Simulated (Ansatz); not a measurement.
System: cubic perovskite SrVO₃. Method: r²SCAN+U (Ansatz, a program for electronic structure, plane waves, PAW).

Settings: plane-wave cutoff 600 eV, 18×18×18 k mesh, Fermi–Dirac smearing 0.04 eV (set by the program), U_eff V 3.25 eV, no spin polarisation, scalar-relativistic PAW data made under PBE.

Cell (relaxed at this level):

```yaml
crystal:
  lattice:
    - [3.83391, 0.00000, 0.00000]
    - [0.00000, 3.83391, 0.00000]
    - [0.00000, 0.00000, 3.83391]
  atoms:
    - { symbol: Sr, position: [0.00000, 0.00000, 0.00000] }
    - { symbol: V, position: [0.50000, 0.50000, 0.50000] }
    - { symbol: O, position: [0.50000, 0.00000, 0.50000] }
    - { symbol: O, position: [0.00000, 0.50000, 0.50000] }
    - { symbol: O, position: [0.50000, 0.50000, 0.00000] }
```

Question: Estimate the elastic constant C44, elastic constant C12, Voigt–Reuss–Hill bulk modulus, Young modulus and elastic constant C11 that the calculation returns.

Answer: 
- elastic constant C44: 105 GPa
- elastic constant C12: 145 GPa
- Voigt–Reuss–Hill bulk modulus: 200 GPa
- Young modulus: 248 GPa
- elastic constant C11: 310 GPa

Elastic constants are with the ions relaxed.

Static lattice: no zero-point or thermal effects.

Computing time: about 30 core-minutes (a rough figure).
